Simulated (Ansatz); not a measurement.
Output of an Ansatz run (abridged):

```
WARN ansatz: RAYON_NUM_THREADS=1 ignored (pool sized by the plan → 1); use --threads N
Pseudopotentials: kind: paw
Pseudopotential: Be, paw, valence charge 2
Pseudopotential: Te, paw, valence charge 16
Crystal: 2 atoms, lattice volume = 43.948 Å³
Basis set: ecut = 420 eV, 869 PW (Γ), exchange–correlation on 54×54×54 points (8 copies of the dense FFT grid, shifted against one another)
Bands: 13, of which v1, the nominal top of the filled ones, is band 9 counted from 1 (8 counted from 0)
Symmetry: 24 space group operations
Space group: F-43m (ITA 216), of the structure as read, at distance tolerance 3.5e-5 Å
k-points: 29 of 512 (time reversal used)
Initial density: superposition of atomic densities (neutral atoms: chi_scale 0, normalization atom), corrected by the library's trained network
Initial wavefunctions: pseudopotential atomic-orbital guess
Eigensolver: davidson
Functional: x = pbe(κ = 0.804, μ = 0.2195149727645171), c = pbe(β = 0.06672455060314922)
SCF iter   1: F=—  HF=-7073.436017 eV  |F-HF|=—  |Δ(HF+E_count)|=         —  Δρ=5.11e-4  dr2=1.31e-4  ethr=1.77e-3  ⟨swp⟩=6.6  Hψ=2372  notcnv=0
all-band conjugate gradients solve this SCF's bands
preconditioner: auto → none
SCF iter   2: F=—  HF=-7073.435830 eV  |F-HF|=—  |Δ(HF+E_count)|=   1.87e-4  Δρ=3.93e-4  dr2=1.09e-4  ethr=7.30e-7  ⟨swp⟩=2.1  Hψ=904  notcnv=0
SCF iter   3: F=—  HF=-7073.435799 eV  |F-HF|=—  |Δ(HF+E_count)|=   3.03e-5  Δρ=2.22e-4  dr2=2.22e-5  ethr=6.08e-7  ⟨swp⟩=2.0  Hψ=487  notcnv=0
SCF iter   4: F=—  HF=-7073.435829 eV  |F-HF|=—  |Δ(HF+E_count)|=   2.99e-5  Δρ=1.20e-4  dr2=1.75e-6  ethr=1.24e-7  ⟨swp⟩=3.0  Hψ=640  notcnv=0
SCF iter   5: F=—  HF=-7073.435848 eV  |F-HF|=—  |Δ(HF+E_count)|=   1.92e-5  Δρ=1.13e-4  dr2=1.08e-5  ethr=9.72e-9  ⟨swp⟩=2.0  Hψ=638  notcnv=0
SCF iter   6: F=—  HF=-7073.435845 eV  |F-HF|=—  |Δ(HF+E_count)|=   2.99e-6  Δρ=6.28e-5  dr2=3.33e-6  ethr=9.72e-9  ⟨swp⟩=3.0  Hψ=640  notcnv=0
SCF iter   7: F=—  HF=-7073.435844 eV  |F-HF|=—  |Δ(HF+E_count)|=   1.29e-6  Δρ=1.11e-5  dr2=1.05e-7  ethr=9.72e-9  ⟨swp⟩=3.0  Hψ=640  notcnv=0
SCF iter   8: F=-7073.435844 eV  HF=-7073.435844 eV  |F-HF|=7.46e-9  |Δ(HF+E_count)|=   3.77e-8  Δρ=3.20e-6  dr2=8.62e-9  ethr=5.56e-10  ⟨swp⟩=5.6  Hψ=1496  notcnv=0
SCF 1 converged in 8 iterations: F = -7073.435844 eV  dr2 = 8.62e-9
SCF converged after 8 iterations
Free energy (F): -7073.435844 eV
Harris-Foulkes:  -7073.435844 eV  (|F-HF|=7.46e-9)
Internal energy: -7073.435844 eV  (E = F + TS)
E sigma→0 (E₀):  -7073.435844 eV
Fermi energy:    8.602862 eV
--- Per-component energies (eV) ---
  E_band       = -264.880102
  E_kinetic    = 200.277969
  E_local      = -1355.659386  (includes V_loc(G=0)·N_el)
  E_nonlocal   = -305.035827
  E_hartree    = 851.416643
  E_xc         = -143.559173
  E_vxc        = -124.394962  (∫ρ·V_xc dr)
  E_paw        = -4722.801401  (= ΣΔE_a)
  E_vpaw       = -382.897402  (= ΣTr[D̂ρ^β])
  E_aug_tail   = -0.000194  (compensation charges beyond the density's cutoff)
  E_ewald      = -1598.074474
  E_smearing   = -0.000000  (= −TS)
  E_closure    = 0.000000  (closes the sum)
  Σ components = -7073.435844   (vs F -7073.435844, Δ=0.00e0)
--- Forces (eV/Å), atoms counted from 1 ---
  atom   1  Be     0.00000000    -0.00000000    -0.00000000
  atom   2  Te     0.00000000    -0.00000000    -0.00000000
  max |Σ_I F_I| component: 3.19e-16 eV/Å
--- Stress (GPa, compression-positive) ---
        1.993853      -0.000000      -0.000000
        0.000000       1.993853       0.000000
        0.000000       0.000000       1.993853
  P = ⅓ Tr σ = 1.9939 GPa (19.939 kbar)
  The stress holds the Pulay correction. Without it, at fixed plane waves, as pw.x and ABINIT print it: P = 1.9691 GPa
--- Band table (eV; the first three rows and the last of 29) ---
  k-point 0: bands = ["-28.6366", "-28.6366", "-28.6366", "-28.6230", "-28.6230", "-4.7759", "7.6288", "7.6288", "7.6288", "11.2445", "11.2445", "11.2445", "11.5722"]
  k-point 1: bands = ["-28.6363", "-28.6361", "-28.6361", "-28.6229", "-28.6229", "-4.6250", "6.2968", "7.3874", "7.3874", "11.2103", "11.5965", "11.5965", "12.8381"]
  k-point 2: bands = ["-28.6355", "-28.6349", "-28.6349", "-28.6226", "-28.6226", "-4.2078", "4.2602", "6.9390", "6.9390", "10.9936", "12.1371", "12.1371", "14.7555"]
  k-point 28: bands = ["-28.6342", "-28.6335", "-28.6296", "-28.6238", "-28.6213", "-2.8525", "2.9821", "3.8570", "4.3525", "12.9433", "13.1967", "13.2371", "13.9011"]
```

The structure:

```xyz
2
Lattice="0.0000 2.8009 2.8009 2.8009 0.0000 2.8009 2.8009 2.8009 0.0000" Properties=species:S:1:pos:R:3 pbc="T T T"
Be     0.0000     0.0000     0.0000
Te     1.4005     1.4005     1.4005
```

**Question.** Write an input that gives this output.

**Answer.** Other spellings and defaults could give the same log, and not every line can be read from it. The input that was run (DFT, PBE, plane waves, default PAW files):

Ansatz 0.2 input:
```yaml
# BeTe
crystal:
  lattice:
    - [0.000000, 2.800925, 2.800925]
    - [2.800925, 0.000000, 2.800925]
    - [2.800925, 2.800925, 0.000000]
  atoms:
    - { symbol: Be, position: [0.000000, 0.000000, 0.000000] }
    - { symbol: Te, position: [0.250000, 0.250000, 0.250000] }
basis:
  ecutwfc: 420.0
kpoints:
  mp_grid:
    grid: [8, 8, 8]
hamiltonian:
  xc: pbe
  pseudopotentials:
    kind: paw
scf:
  occupations:
    method: fermi_dirac
    width: 0.05
output:
  forces: true
  eigenvalues: true
  stress: true
```

The starting cell has typed, rounded lattice constants, without a prior relaxation at this level. Its lattice was rescaled by up to half a per cent. Spin-orbit coupling is off. Ansatz's pressure includes its estimate of the finite-basis (Pulay) stress.

Ansatz is a program for electronic structure.
